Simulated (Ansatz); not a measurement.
```yaml
crystal:
  lattice:
    - [-1.88485, 1.88485, 4.77607]
    - [1.88485, -1.88485, 4.77607]
    - [1.88485, 1.88485, -4.77607]
  atoms:
    - { symbol: Ti, position: [0.75000, 0.25000, 0.50000] }
    - { symbol: Ti, position: [0.00000, 0.00000, 0.00000] }
    - { symbol: O, position: [0.96210, 0.46210, 0.50000] }
    - { symbol: O, position: [0.78790, 0.78790, 0.00000] }
    - { symbol: O, position: [0.53790, 0.03790, 0.50000] }
    - { symbol: O, position: [0.21210, 0.21210, 0.00000] }
```

No spin polarisation.

Hole doping at 2.0×10^22 cm⁻³ (1.36 per cell), with a uniform compensating background at fixed cell and a 300 K Fermi–Dirac width.

All numbers come from PBEsol (Ansatz, an electronic-structure program, PAW, no SOC). k-mesh 17×17×17 (Γ-centred); smearing 0.0259 eV (Fermi–Dirac).

### Question
What gap between the host's bands does the calculation give?

### Answer
2.45 eV.

### Question
What Fermi level relative to the doped band's edge (positive inside the band; to 0.05 eV) does the calculation give?

### Answer
+0.45 eV.

Carriers are added with a uniform compensating background; total energy and stress of such cells depend on the potential's zero and are not compared; many-body gap narrowing is missing at this level. No phonon test of stability was made. All final runs are without spin polarisation. The cell was made from TiO2 in the anatase structure (space group I4_1/amd, No. 141) by this change: holes 2.0×10^22 cm⁻³.
